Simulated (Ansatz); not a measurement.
Input and output of a zone-centre phonon calculation for SrNi₂As₂ (I4/mmm, 5 atoms in the cell) (Ansatz, an electronic-structure program).

Computed with LDA (PW92), default PAW files made with PBE (plane waves; Ansatz).

```yaml
crystal:
  lattice:
    - [-2.04681, 2.04681, 5.52308]
    - [2.04681, -2.04681, 5.52308]
    - [2.04681, 2.04681, -5.52308]
  atoms:
    - { symbol: Sr, position: [0.00000, 0.00000, 0.00000] }
    - { symbol: Ni, position: [0.75000, 0.25000, 0.50000] }
    - { symbol: Ni, position: [0.25000, 0.75000, 0.50000] }
    - { symbol: As, position: [0.64527, 0.64527, 0.00000] }
    - { symbol: As, position: [0.35473, 0.35473, 0.00000] }
```

Reference input (self-consistent single point, DFT, LDA (PW92), plane waves, default PAW files made with PBE): basis.ecutwfc = 420 eV; kpoints.mp_grid.grid = 9 9 9; hamiltonian.xc = lda; hamiltonian.pseudopotentials = {kind: paw} (the program's default PAW files); scf.occupations.method = fermi_dirac; scf.occupations.width = 0.1 eV. This run's input differs from it in these lines:

Ansatz 0.2 input:
```diff
@@ -12,3 +12,3 @@
 basis:
-  ecutwfc: 420.0
+  ecutwfc: 295.0
 kpoints:
@@ -20,6 +20,4 @@
   occupations: { method: fermi_dirac, width: 0.1 }
-output:
-  forces: true
-  eigenvalues: true
-  stress: true
+phonons:
+  method: dfpt
```

Log, with long lists cut:

```
SCF iter   1: F=—  HF=-24541.120503 eV  |F-HF|=—  |Δ(HF+E_count)|=         —  Δρ=1.41e-2  dr2=7.11e-2  ethr=1.77e-3  ⟨swp⟩=6.8  Hψ=22713  notcnv=0  defer=19
all-band conjugate gradients solve this SCF's bands
preconditioner: auto → Kerker (q_TF=auto, 2.640 Å⁻¹)
SCF iter   2: F=—  HF=-24541.048988 eV  |F-HF|=—  |Δ(HF+E_count)|=   7.15e-2  Δρ=4.82e-3  dr2=2.42e-2  ethr=9.35e-5  ⟨swp⟩=2.0  Hψ=12326  notcnv=0  defer=126
   [... lines left out ...]
SCF iter   9: F=—  HF=-24541.034828 eV  |F-HF|=—  |Δ(HF+E_count)|=   9.55e-9  Δρ=1.36e-6  dr2=2.32e-9  ethr=6.37e-11  ⟨swp⟩=2.0  Hψ=7871  notcnv=0  defer=126
SCF iter  10: F=—  HF=-24541.034828 eV  |F-HF|=—  |Δ(HF+E_count)|=  7.53e-10  Δρ=3.55e-7  dr2=1.18e-10  ethr=3.06e-12  ⟨swp⟩=2.0  Hψ=8421  notcnv=0  defer=126
SCF iter  11: F=—  HF=-24541.034828 eV  |F-HF|=—  |Δ(HF+E_count)|=  3.27e-11  Δρ=2.17e-7  dr2=3.81e-11  ethr=1.00e-12  ⟨swp⟩=1.0  Hψ=5610  notcnv=0  defer=126
SCF iter  12: F=-24541.034828 eV  HF=-24541.034828 eV  |F-HF|=7.28e-12  |Δ(HF+E_count)|=  1.09e-11  Δρ=8.82e-8  dr2=8.59e-12  ethr=1.00e-12  ⟨swp⟩=9.1  Hψ=29379  notcnv=0
SCF 1 converged in 12 iterations: F = -24541.034828 eV  dr2 = 8.59e-12
DFPT response loops at Γ: preconditioner auto → Kerker (q_TF=auto, 2.640 Å⁻¹) (partly filled bands, converged f_vac=0.001) …
WARN: q = [0.0000, 0.0000, 0.0000]: the response loops show signs that the electronic state is unstable, or barely stable, against a charge, spin or orbital …
Free energy (F): -24541.034828 eV
Internal energy: -24540.924752 eV  (E = F + TS)
E sigma→0 (E₀):  -24540.979790 eV
Entropy (-TS):   -0.110076 eV (-22.015 meV/atom)
Fermi energy:    12.160330 eV
   [... lines left out ...]
  ASR residual: 5.829e-4 → 0.000e0 eV/Å²; symmetrization residual: 4.322e-5 eV/Å²
  ASR residual per site (eV/Å²): 6.92e-5 5.83e-4 5.83e-4 6.17e-5 6.17e-5
  Γ frequencies (cm⁻¹): -12.43 -12.43 0.00 0.00 0.00 102.33 102.33 107.44 146.26 169.39 201.43 213.42 213.42 220.73 220.73
  non-analytic LO–TO correction: not included (Born effective charges unavailable; polar crystals: no LO–TO splitting at Γ)
```

The run converged in 12 iterations. 

Summary of the result:
Free energy E − TS (on the zero of these files): -24541.0348 eV
Fermi level (on the code's own zero): 12.16 eV
Zone-centre frequencies (cm⁻¹; negative means imaginary): -12, -12, 0, 0, 0, 102, 102, 107, 146, 169, 201, 213, 213, 221, 221

The starting cell comes from a database of computed structures (which also holds hypothetical and non-ambient phases and stackings), without a prior relaxation at this level. Its lattice was rescaled by up to half a per cent. Spin polarisation is off, so a magnetic state, if there is one, cannot be reached. The cutoff lies below the one recommended for these files.

Cost on one core of a shared machine: roughly 6 min.
